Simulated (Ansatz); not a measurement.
An Ansatz (a program for electronic structure) run: MoTe2 with a change (uniaxial strain ε_zz = −5.26 %); PBE-D3(BJ), PAW, 420 eV (Ansatz; spin-orbit coupling left out), earlier PAW set.

Input:

Ansatz 0.2 input:
```yaml
crystal:
  lattice:
    - [3.4967027685, 0, 0]
    - [-1.7483513842, 3.028233427, 0]
    - [0, 0, 12.9768233784]
  atoms:
    - { symbol: Mo, position: [0.3333333333, 0.6666666667, 0.75] }
    - { symbol: Mo, position: [0.6666666667, 0.3333333333, 0.25] }
    - { symbol: Te, position: [0.3333333333, 0.6666666667, 0.117344184] }
    - { symbol: Te, position: [0.6666666667, 0.3333333333, 0.617344184] }
    - { symbol: Te, position: [0.6666666667, 0.3333333333, 0.882655816] }
    - { symbol: Te, position: [0.3333333333, 0.6666666667, 0.382655816] }
basis: { ecutwfc: 420, ecutrho_ratio: 4, xc_grid: 2, fft_grid_basis: typed }
kpoints: { mp_grid: { grid: [11, 11, 3] } }
hamiltonian:
  xc: pbe
  dispersion: d3bj
  pseudopotentials: { azcp: { folder: ./paw }, kind: paw }
scf: { occupations: { method: fermi_dirac, width: 0.05 }, convergence: { dr2_threshold: 0.0000000006 } }
relax: { f_tol: 0.005, max_steps: 50 }
output: { forces: true, stress: true }
checkpoint: { write: state.ck, write_every: 1000 }
```

Output (explanatory and most iteration lines left out):

```
Relaxation: its limit of steps is 50 (relax.max_steps)
Pseudopotential: Mo, paw, valence charge 14
Pseudopotential: Te, paw, valence charge 16
Crystal: 6 atoms, lattice volume = 137.409 Å³
Basis set: ecut = 420 eV, 2701 PW (Γ), exchange–correlation on 48×48×180 points (8 copies of the dense FFT grid, shifted against one another)
Bands: 56, of which v1, the nominal top of the filled ones, is band 46 counted from 1 (45 counted from 0)
Symmetry: 24 space group operations
Space group: P63/mmc (ITA 194), of the structure as read, at distance tolerance 5.2e-5 Å
k-points: 32 of 363
Functional: x = pbe(κ = 0.804, μ = 0.2195149727645171), c = pbe(β = 0.06672455060314922)
SCF iter   1: F=—  HF=-37837.973362 eV  |F-HF|=—  |Δ(HF+E_count)|=         —  Δρ=5.30e-2  dr2=5.06e0  ethr=3.10e-3  ⟨swp⟩=7.8  Hψ=7286  notcnv=0  defer=1
SCF iter   2: F=—  HF=-37837.087794 eV  |F-HF|=—  |Δ(HF+E_count)|=   8.86e-1  Δρ=2.86e-2  dr2=1.38e0  ethr=3.10e-3  ⟨swp⟩=2.0  Hψ=2507  notcnv=0  defer=60
SCF 1 converged in 10 iterations: F = -37836.788682 eV  dr2 = 1.29e-10
relax step   1: F+E_penalty+E_count = -37836.78868222 eV  Δ(F+E_penalty+E_count) = +0.000e0 eV  max|allowed force component| = 1.319e0 eV/Å  Δτ_max = 0.0000 Å  (10 SCF iters, accepted)
Crystal: 6 atoms, lattice volume = 137.409 Å³
SCF iter   1: F=—  HF=-37836.580037 eV  |F-HF|=—  |Δ(HF+E_count)|=         —  Δρ=1.45e-2  dr2=5.35e-1  ethr=5.82e-4  ⟨swp⟩=1.0  Hψ=7526  notcnv=0  defer=22
SCF iter   2: F=—  HF=-37836.542571 eV  |F-HF|=—  |Δ(HF+E_count)|=   3.75e-2  Δρ=8.60e-3  dr2=1.96e-1  ethr=5.82e-4  ⟨swp⟩=1.7  Hψ=1807  notcnv=0  defer=22
SCF 2 converged in 10 iterations: F = -37836.520847 eV  dr2 = 1.96e-10
relax step   2: F+E_penalty+E_count = -37836.52084724 eV  Δ(F+E_penalty+E_count) = +2.678e-1 eV  max|allowed force component| = 1.816e0 eV/Å  Δτ_max = 0.1950 Å  (10 SCF iters, rejected (line search))
Crystal: 6 atoms, lattice volume = 137.409 Å³
SCF iter   1: F=—  HF=-37836.997673 eV  |F-HF|=—  |Δ(HF+E_count)|=         —  Δρ=8.38e-3  dr2=1.65e-1  ethr=2.14e-3  ⟨swp⟩=5.9  Hψ=4891  notcnv=0  defer=10
SCF iter   2: F=—  HF=-37836.985988 eV  |F-HF|=—  |Δ(HF+E_count)|=   1.17e-2  Δρ=4.99e-3  dr2=6.47e-2  ethr=1.80e-4  ⟨swp⟩=1.3  Hψ=2093  notcnv=0  defer=28
SCF 3 converged in 10 iterations: F = -37836.977639 eV  dr2 = 1.28e-10
relax step   3: F+E_penalty+E_count = -37836.97763923 eV  Δ(F+E_penalty+E_count) = -1.890e-1 eV  max|allowed force component| = 5.426e-2 eV/Å  Δτ_max = 0.0768 Å  (10 SCF iters, accepted)
Crystal: 6 atoms, lattice volume = 137.409 Å³
SCF iter   1: F=—  HF=-37836.978050 eV  |F-HF|=—  |Δ(HF+E_count)|=         —  Δρ=2.47e-4  dr2=1.42e-4  ethr=1.30e-6  ⟨swp⟩=2.6  Hψ=3179  notcnv=0  defer=57
SCF iter   2: F=—  HF=-37836.978036 eV  |F-HF|=—  |Δ(HF+E_count)|=   1.41e-5  Δρ=1.44e-4  dr2=5.10e-5  ethr=1.55e-7  ⟨swp⟩=1.0  Hψ=2080  notcnv=0  defer=57
SCF 4 converged in 6 iterations: F = -37836.977993 eV  dr2 = 2.39e-10
relax step   4: F+E_penalty+E_count = -37836.97799334 eV  Δ(F+E_penalty+E_count) = -3.541e-4 eV  max|allowed force component| = 1.278e-3 eV/Å  Δτ_max = 0.0032 Å  (6 SCF iters, accepted)
SCF converged after 6 iterations
Free energy (F): -37836.977993 eV
Internal energy: -37836.974152 eV  (E = F + TS)
E sigma→0 (E₀):  -37836.976073 eV
Entropy (-TS):   -0.003842 eV (-0.640 meV/atom)
Fermi energy:    14.636549 eV
  E_disp       = -3.511616  (pairwise vdW)
--- Forces (eV/Å), atoms counted from 1 ---
  atom   1  Mo    -0.00000000    -0.00000000    -0.00000000
  atom   2  Mo     0.00000000     0.00000000     0.00000000
  atom   3  Te    -0.00000000    -0.00000000     0.00127767
  atom   4  Te     0.00000000     0.00000000     0.00127767
  atom   5  Te     0.00000000     0.00000000    -0.00127767
  atom   6  Te    -0.00000000    -0.00000000    -0.00127767
--- Stress (GPa, compression-positive) ---
        1.372318       0.000000      -0.000000
        0.000000       1.372318      -0.000000
       -0.000000      -0.000000       5.407020
  P = ⅓ Tr σ = 2.7172 GPa (27.172 kbar)
--- Relaxed structure (4 steps of the walk, 3 accepted, 0 SCFs on fresh bases) ---
  atoms:
    - { symbol: Mo, position: [0.33333333333333337, 0.6666666666666666, 0.7500000000000001] }
    - { symbol: Mo, position: [0.6666666666666667, 0.3333333333333333, 0.25000000000000006] }
    - { symbol: Te, position: [0.33333333333333337, 0.6666666666666666, 0.11167385053352112] }
    - { symbol: Te, position: [0.6666666666666667, 0.3333333333333333, 0.6116738505335212] }
    - { symbol: Te, position: [0.6666666666666667, 0.3333333333333333, 0.888326149466479] }
    - { symbol: Te, position: [0.33333333333333337, 0.6666666666666666, 0.388326149466479] }
```

The mesh was chosen for an insulator and is coarse for the gapless case. Spin-orbit coupling, missing from the scalar runs, can matter with Te. Whether these cells are dynamically stable was not tested. The final runs are not spin-polarised. The cell was made from MoTe2 in the 2H-MoS2 type structure (space group P6_3/mmc, No. 194; layered, stacked along the Cartesian z axis) by this change: uniaxial strain ε_zz = −5.26 %.
